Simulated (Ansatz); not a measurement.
The parent structure is BaS in the zinc blende structure (space group F-43m, No. 216; a = 7.0356 Å; a hypothetical phase, not in the database extracts checked). Axes: x, y, z lie along the cube axes.

Calculations: PBE in Ansatz (plane waves to 420 eV, PAW, no spin-orbit coupling).

A first run, uniaxial strain ε_xx = −1.99 %, gives secant values C11 ≈ 30 GPa and C12 ≈ 28 GPa from its stress. A second run applies isotropic strain +0.81 %.

What does linear elasticity predict for the bulk modulus −ΔP/(ΔV/V₀) in the second run, and what does the run give?

Linear elasticity: (C11 + 2 C12)/3 = 29 GPa. The run gives 26 GPa; any difference comes from nonlinear terms at these strains and numerical noise.

Stability against distortions was not tested.

Ansatz is a quantum-chemistry and plane-wave program.
